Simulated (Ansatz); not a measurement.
Consider MgTe in the wurtzite structure (space group P6_3mc, No. 186; a = 4.509 Å, c = 7.338 Å). Axes: x lies along a and z along c of the hexagonal cell.

The values are results of LDA (Ansatz, a first-principles code; PAW; 420 eV plane waves; no spin-orbit coupling), not measurements.

Strains are applied to the cell and any free atomic positions relax.

One change was made to it. Results:

| quantity | base | after |
|---|---|---|
| energy relative to the base (free energy F) | 0 meV/atom | +0.9 meV/atom |
| pressure (mean of the normal stresses, compression positive) | 0.00 GPa | -0.45 GPa |

Problem. Which change produced these results?
A) uniaxial strain ε_zz = +1.20 %
B) uniaxial strain ε_zz = +2.40 %
C) uniaxial strain ε_zz = +3.00 %

Solution. A, uniaxial strain ε_zz = +1.20 %. For comparison, the energy relative to the base in the other runs: uniaxial strain ε_zz = +2.40 % gives +3.4 meV/atom; uniaxial strain ε_zz = +3.00 % gives +5.4 meV/atom.

Whether these cells are dynamically stable was not tested.
